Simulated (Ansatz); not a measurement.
Cu₂Te (model structure, from the CdI2 type, P-3m1, No. 164): enthalpy of formation by level of theory

No measured value is used here.

| level (code) | value (eV/atom) |
|---|---|
| PBE (Ansatz) | 0.231 |
| PBEsol (Ansatz) | … |
| PBE-D3(BJ) (Ansatz) | 0.254 |

Task: Fill in the missing entries.

Result: 
- PBEsol (Ansatz, a first-principles code), value (eV/atom): 0.241

Density-functional levels without +SOC have no spin–orbit coupling, which shifts binding energies of heavy elements. Each level is taken at its own relaxed cell. Ansatz's density-functional and Hartree–Fock values are scalar-relativistic unless marked +SOC, with PAW data made under PBE.

A model structure was made by putting elements into a prototype or built by hand; it is no filed structure, need not be a known phase, and can be a saddle point held by its symmetry.
